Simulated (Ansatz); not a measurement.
Base system: Sr in the fcc (Cu type) structure (space group Fm-3m, No. 225).

```xyz
1
Lattice="0.0000 2.9613 2.9613 2.9613 0.0000 2.9613 2.9613 2.9613 0.0000" Properties=species:S:1:pos:R:3 pbc="T T T"
Sr     0.0000     0.0000     0.0000
```

Level of theory: plane-wave PAW DFT at the PBEsol level (Ansatz, a first-principles code, 420 eV), spin-orbit coupling left out.

For the base:

- Lattice parameter a = 11.192 bohr

Perturbation: a hydrostatic pressure of 7.5 GPa.

**Question.** Predict the new lattice parameter a.

**Answer.** The lattice parameter a decreases by 1.229 bohr, from 11.192 bohr to 9.963 bohr.

Load acts through the strain it causes; cell and atoms are relaxed under it. No phonon test of stability was made. Measured, Sr leaves this structure (for bcc) near 3.5 GPa (temperature not stated; as listed in Olga Degtyareva, NATO science for peace and security series. B, Physics and biophysics (2010)).
